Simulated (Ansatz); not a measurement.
## A computed series for Na: response to strain

Take Na in the bcc (W type) structure (space group Im-3m, No. 229; a = 4.1735 Å; relaxed with 0.1 eV smearing) as the base.

Strains are applied to the cell and any free atomic positions relax.

Calculations: PBEsol (Ansatz, a first-principles code, PAW, no spin-orbit coupling).

Candidates:
(a) isotropic strain +1.50 %
(b) isotropic strain −2.50 %
(c) isotropic strain +2.50 %

Notes on the quantities. energy relative to the base: free energy F.

### Question
Order them by energy relative to the base, highest first.

### Answer
(b) isotropic strain −2.50 % (+5.3 meV/atom), (c) isotropic strain +2.50 % (+4.7 meV/atom), (a) isotropic strain +1.50 % (+1.7 meV/atom)

Stability against distortions was not tested.
